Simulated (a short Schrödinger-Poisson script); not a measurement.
## Symmetric double-gate stack, Al2O3 on p-type Si(100)

System: symmetric double-gate stack, Al2O3 on p-type Si(100), at 200 K.

```tsv
layer	material	thickness (nm)	Na (cm⁻³)
1	Al2O3	3.6	-
2	Si	2	3e17
3	Al2O3	3.6	-
```

The device is made up for the run: typed textbook-type constants, with dimensions and the other settings drawn at random. Al2O3: permittivity 9, conduction-band edge (eV) 2.7, gap (eV) 6.8, electron mass (mₑ) 0.3. Si: permittivity 11.7, conduction-band edge (eV) 0, gap (eV) 1.124, Nv at 300 K (cm⁻³) 3.1e19.

Channel valleys (confinement mass, in-plane density-of-states mass, number): Δ2 0.916, 0.19, 2; Δ4 0.19, 0.417, 4. At the gates, both at one voltage, the conduction-band edge of layer 1 lies 3.02 eV − eVg above the Fermi level of the channel. Gaps are held at their typed values at every temperature. Mesh 0.03 nm at interfaces.

From a short Schrödinger-Poisson script (our own, NumPy): 1D Poisson equation in equilibrium, electrons quantum, Hartree (BenDaniel-Duke, 12 states a valley, the channel's in-plane mass for all, wave functions ending at the dielectric), parabolic valleys, classical holes, full ionisation, no traps, pinning or gate leakage.

```
Vg (V)  electrons (cm⁻²)  C (μF/cm²)  Δ2 E0 (meV)  Δ2 E1 (meV)  Δ4 E0 (meV)  Δ4 E1 (meV)
------  ----------------  ----------  -----------  -----------  -----------  -----------
0.2               5.86e6     < 0.003        225.0        532.5        617.1       2099.7
0.25              1.07e8     < 0.003        175.0        482.5        567.1       2049.7
0.3               1.93e9      0.0184        125.1        432.6        517.1       1999.8
0.35             3.25e10       0.286         76.3        383.8        468.4       1951.0
0.4              2.99e11        1.59         37.2        344.4        429.3       1911.6
0.45             9.74e11        2.60         14.6        321.2        406.7       1888.4
0.5              1.86e12        3.00          0.5        306.2        392.6       1873.5
0.55             2.82e12        3.17        -10.2        294.6        381.9       1861.8
0.6              3.83e12        3.27        -19.2        284.6        372.9       1851.8
0.65             4.85e12        3.32        -27.4        275.4        364.7       1842.7
0.7              5.90e12        3.35        -35.0        266.8        357.1       1834.0
0.75             6.95e12        3.37        -42.3        258.4        349.8       1825.7
0.8              8.00e12        3.39        -49.4        250.3        342.7       1817.6
0.85             9.06e12        3.39        -56.4        242.3        335.7       1809.6
0.9              1.01e13        3.40        -63.3        234.4        328.9       1801.8
0.95             1.12e13        3.40        -70.1        226.6        322.1       1793.9
1                1.22e13        3.41        -76.9        218.8        315.3       1786.2
```

Gate voltages with under 1e6 electrons/cm² are left out.

Subbands count from the Fermi level. The capacitance is that of both gates.
